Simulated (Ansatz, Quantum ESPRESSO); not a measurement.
**W (Im-3m, 1 atom in the cell) computed with different codes at matched settings**

Self-consistent single point.

```yaml
crystal:
  lattice:
    - [-1.57771, 1.57771, 1.57771]
    - [1.57771, -1.57771, 1.57771]
    - [1.57771, 1.57771, -1.57771]
  atoms:
    - { symbol: W, position: [0.00000, 0.00000, 0.00000] }
```

Shared settings, as Ansatz (an electronic-structure program) writes them: kpoints.mp_grid.grid = 19 19 19; magnetization.spin_orbit = true; scf.occupations.method = gaussian; scf.occupations.width = 0.272 eV. Potentials and cutoffs stand in the table.

| code | model | pressure (GPa) | cutoff |
|---|---|---|---|
| Quantum ESPRESSO | PBE, spin-orbit coupling, PseudoDojo fully relativistic norm-conserving (PBE) pseudopotentials | 9.48 | 75 Ry |
| Ansatz | PBE with spin-orbit coupling, default PAW files | 8.78 | 420 eV |

The spread over the programs that give each value: pressure within 0.70 GPa.

Ansatz's pressure is given at a fixed set of plane waves, as the other plane-wave codes print theirs; with its correction for the finite basis it is 8.85 GPa.

The starting cell comes from a database of computed structures (which also holds hypothetical and non-ambient phases and stackings), without a prior relaxation at this level. Its lattice was rescaled by a random factor within 2.5 % of one.

Left out of this page: Elk, FLEUR and SIESTA (not drawn, or without a comparable value).

Keys are those of Ansatz 0.2.
